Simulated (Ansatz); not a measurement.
C under load (space group Fd-3m), r2SCAN, rigid bands run with Ansatz (a quantum-chemistry and plane-wave program). Condition of this run: hydrostatic pressure of 22 GPa (compression positive) (the target of the relaxation). Band gap 4.48 eV, N_c = 5.35e19 cm⁻³ and N_v = 3.73e19 cm⁻³ at 300 K, conductivity masses of 0.386 mₑ (electrons) and 0.459 mₑ (holes). Take k_BT = 0.02585 eV.

Problem. What thermal injection velocity √(2k_BT/πm) limits a ballistic channel?

Solution. 8.66e6 cm/s for electrons and 7.94e6 cm/s for holes, a ratio of √(m_h/m_e) = 1.09, for dilute carriers.

Problem. A film of it is 2 nm thick. Estimate the confinement energies in an infinite well.

Solution. ħ²π²/(2m t²) = 0.376 eV·nm²/(m/mₑ × t²) gives 244 meV for electrons and 205 meV for holes, so the gap would widen to about 4.93 eV. Finite barriers and nonparabolic bands lower this, and with several valleys or bands the heaviest mass along the normal sets the lowest level, not this average.

Problem. What built-in voltage has an abrupt junction with N_A = 1e16 and N_D = 1e17 cm⁻³, all dopants ionised?

Solution. V_bi = E_g/e − (k_BT/e) ln(N_c N_v/(N_A N_D)) = 4.48 − 0.02585 × 14.51 = 4.10 V, for the computed gap.

Rigid bands with the computed gap; masses take one relaxation time for all states. Spin-orbit coupling is left out. Geometry: cell and atoms relaxed with PBEsol.
